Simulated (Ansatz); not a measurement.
A computed series for NbAgO3: pressure series

The reference is NbAgO3 in the cubic perovskite structure (space group Pm-3m, No. 221; a = 3.950 Å; a cell from a computed database, its experimental status unchecked).

Cell and atoms are relaxed at each pressure.

The values are results of PBEsol (Ansatz, an electronic-structure program, PAW, spin-orbit coupling left out), earlier PAW set, not measurements.

| change | band gap | density |
|---|---|---|
| base | 1.40 eV | 6.70 g/cm³ |
| pressure −2 GPa | 1.39 eV | 6.64 g/cm³ |
| pressure −1 GPa | 1.40 eV | 6.67 g/cm³ |
| pressure 0.3 GPa | 1.41 eV | 6.71 g/cm³ |
| pressure 0.7 GPa | 1.41 eV | 6.72 g/cm³ |
| pressure 1.5 GPa | 1.41 eV | 6.75 g/cm³ |
| pressure 3 GPa | 1.42 eV | 6.80 g/cm³ |
| pressure 5 GPa | 1.43 eV | 6.86 g/cm³ |
| pressure 7.5 GPa | 1.44 eV | 6.93 g/cm³ |
| pressure 10 GPa | 1.45 eV | 7.00 g/cm³ |

Load acts through the strain it causes; cell and atoms are relaxed under it. Whether these cells are dynamically stable was not tested. Competing high-pressure phases were not computed. Many cubic perovskites are stable only at high temperature; tilts and polar distortions were not tested.
